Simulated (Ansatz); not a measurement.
Ansatz (a quantum-chemistry and plane-wave program) run on LaOF (P4mm, 6 atoms in the cell): self-consistent single point.

Computed with LDA (PW92), default PAW files made with PBE (plane waves; Ansatz).

The change in words: lattice scaled by 0.98. Reference geometry:
```
LaOF
1.0
    4.08959     0.00000     0.00000
    0.00000     4.08959     0.00000
    0.00000     0.00000     5.84299
La O F
2 2 2
Direct
  0.50000   0.00000   0.72427
  0.00000   0.50000   0.28429
  0.00000   0.00000   0.50000
  0.50000   0.50000   0.50000
  0.50000   0.50000   0.00000
  0.00000   0.00000   0.00000
```

Reference input (self-consistent single point, DFT, LDA (PW92), plane waves, default PAW files made with PBE): basis.ecutwfc = 420 eV; kpoints.mp_grid.grid = 6 6 4; hamiltonian.xc = lda; hamiltonian.pseudopotentials = {kind: paw} (the program's default PAW files); scf.occupations.method = fermi_dirac; scf.occupations.width = 0.05 eV. This run's input differs from it in these lines:

```diff
@@ -3,5 +3,5 @@
   lattice:
-    - [4.089586, 0.000000, 0.000000]
-    - [0.000000, 4.089586, 0.000000]
-    - [0.000000, 0.000000, 5.842990]
+    - [4.007794, 0.000000, 0.000000]
+    - [0.000000, 4.007794, 0.000000]
+    - [0.000000, 0.000000, 5.726130]
   atoms:
```

Log, with long lists cut:

```
SCF iter   1: F=—  HF=-14863.281864 eV  |F-HF|=—  |Δ(HF+E_count)|=         —  Δρ=1.80e-2  dr2=2.57e-1  ethr=1.77e-3  ⟨swp⟩=6.2  Hψ=3846  notcnv=0
all-band conjugate gradients solve this SCF's bands
preconditioner: auto → Resta (q_TF=auto, 2.448 Å⁻¹)
SCF iter   2: F=—  HF=-14863.225058 eV  |F-HF|=—  |Δ(HF+E_count)|=   5.68e-2  Δρ=6.24e-3  dr2=1.73e-2  ethr=5.35e-4  ⟨swp⟩=3.8  Hψ=2099  notcnv=0  defer=45
   [... lines left out ...]
SCF iter   4: F=—  HF=-14863.220544 eV  |F-HF|=—  |Δ(HF+E_count)|=   3.68e-4  Δρ=1.10e-3  dr2=8.58e-4  ethr=5.25e-6  ⟨swp⟩=2.0  Hψ=1514  notcnv=0  defer=45
SCF iter   5: F=—  HF=-14863.220354 eV  |F-HF|=—  |Δ(HF+E_count)|=   1.91e-4  Δρ=1.77e-4  dr2=4.84e-5  ethr=1.79e-6  ⟨swp⟩=2.0  Hψ=1514  notcnv=0  defer=45
SCF iter   6: F=—  HF=-14863.220367 eV  |F-HF|=—  |Δ(HF+E_count)|=   1.31e-5  Δρ=5.26e-5  dr2=2.36e-6  ethr=1.01e-7  ⟨swp⟩=2.4  Hψ=1620  notcnv=0  defer=45
SCF iter   7: F=-14863.220368 eV  HF=-14863.220368 eV  |F-HF|=9.02e-8  |Δ(HF+E_count)|=   8.68e-7  Δρ=9.69e-6  dr2=6.20e-8  ethr=2.08e-10  ⟨swp⟩=15.4  Hψ=5277  notcnv=0
SCF 1 converged in 7 iterations: F = -14863.220368 eV  dr2 = 6.20e-8
Free energy (F): -14863.220368 eV
Internal energy: -14863.220368 eV  (E = F + TS)
E sigma→0 (E₀):  -14863.220368 eV
Fermi energy:    10.683592 eV
--- Forces (eV/Å), atoms counted from 1 ---
  atom   1  La     0.00000000     0.00000000    -0.55059146
  atom   2  La    -0.00000000     0.00000000     0.15479849
  atom   3  O      0.00000000     0.00000000     0.17453537
  atom   4  O     -0.00000000     0.00000000     0.17453537
  atom   5  F      0.00000000     0.00000000     0.02337640
  atom   6  F     -0.00000000     0.00000000     0.02337640
--- Stress (GPa, compression-positive) ---
       -1.041892       0.000000       0.000000
        0.000000      -1.041892       0.000000
        0.000000       0.000000      -1.201023
  P = ⅓ Tr σ = -1.0949 GPa (-10.949 kbar)
  The stress holds the Pulay correction. Without it, at fixed plane waves, as pw.x and ABINIT print it: P = -1.7976 GPa
```

The run converged in 7 iterations. Against the reference run the free energy falls by 28.9 meV/atom, the pressure goes from -8.16 to -1.09 GPa, the largest force goes from 0.956 to 0.551 eV/Å and the gap on the mesh goes from 4.351 to 4.525 eV.

The starting cell comes from a database of computed structures (which also holds hypothetical and non-ambient phases and stackings), without a prior relaxation at this level. Its lattice was rescaled by up to half a per cent. One atom was moved a little off its site on purpose. For this run, on top of that: lattice scaled by 0.98. Ansatz's pressure includes its estimate of the finite-basis (Pulay) stress. Without the estimate this run gives -1.80 GPa.

Keys are those of Ansatz 0.2.
